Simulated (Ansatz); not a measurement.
Consider CdSe in the wurtzite structure (space group P6_3mc, No. 186).

```yaml
crystal:
  lattice:
    - [4.30206, 0.00000, 0.00000]
    - [-2.15103, 3.72569, 0.00000]
    - [0.00000, 0.00000, 7.02135]
  atoms:
    - { symbol: Cd, position: [0.66667, 0.33333, 0.00046] }
    - { symbol: Cd, position: [0.33333, 0.66667, 0.50046] }
    - { symbol: Se, position: [0.66667, 0.33333, 0.62474] }
    - { symbol: Se, position: [0.33333, 0.66667, 0.12474] }
```

Cartesian axes are those of the cell as printed.

Method: PBEsol (Ansatz, a first-principles code, PAW, no SOC), earlier PAW set.

Strains are applied to the cell and any free atomic positions relax.

One change was made to it. Results:

```json
[
 {"quantity": "band gap", "base": "0.54 eV", "after": "0.82 eV"},
 {"quantity": "valence-band top at Γ (three highest levels, from the VBM)", "base": "0.00, 0.00, -0.05 eV", "after": "0.00, 0.00, -0.08 eV"},
 {"quantity": "gap character", "base": "direct at Γ", "after": "direct at Γ"},
 {"quantity": "energy relative to the base (free energy F)", "base": "0 meV/atom", "after": "+96 meV/atom"}
]
```

**Question.** Which change produced these results?
A. tensor shear ε_xy = −2.92 %
B. isotropic strain −2.84 %
C. isotropic strain −4.45 %

**Answer.** C, isotropic strain −4.45 %. For comparison, the band gap in the other runs: isotropic strain −2.84 % gives 0.72 eV; tensor shear ε_xy = −2.92 % gives 0.42 eV.

Stability against distortions was not tested. k-point labels follow each cell's own Brillouin zone.
